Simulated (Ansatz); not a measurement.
F on the 1x1 (110) surface of 3C silicon carbide (cut with top plane C + Si), one in a 2x2 cell, started at the site 'over C at depth 1.5 Å'

Host crystal: 3C silicon carbide, with a band gap (PBE, scalar-relativistic without spin-orbit coupling).

These are r2SCAN, at the PBE geometry and the start's symmetry (plane waves to 500 eV, PAW; Ansatz, an electronic-structure program) values and carry that method's errors.

Set-up: 49 atoms, 7.7 Å thick at the start under the adsorbate (thin: gaps and levels are the slab's own); mesh 3x3x1; 0.01 eV smearing; dipole correction on; single point; on the structure that PBE left under its start's symmetry; spin-polarised, ending with about 1.0 μB a cell; orders that need a larger cell were not tried, no spin-orbit, no U, no dispersion correction. The program's check for a lower electronic state was not made. At the end it is bonded to Si. In PBE it is, or lies within 0.03 eV of, the lowest of the starts that converged; the order may differ at this level.

```
Property                                                                                                                 Value
--------------------------------------------------------------------------------------  --------------------------------------
adsorption energy against ½ F2(g) at the same level                                                            -104.0 kcal/mol
change of the step from the bottom to the top vacuum level, against the clean slab                                     0.30 eV
height of the binding atom over the mean of the host atoms within 0.3 Å of the top one                                 1.484 Å
magnetic moment of the cell                                                                                            1.00 μB
nearest host atoms of the binding atom                                                  Si at 1.61 Å, C at 2.82 Å, C at 2.82 Å
cost                                                                                                    roughly 8 core-minutes
```

A negative adsorption energy means that the adsorbate is more stable on the surface than in its reference.
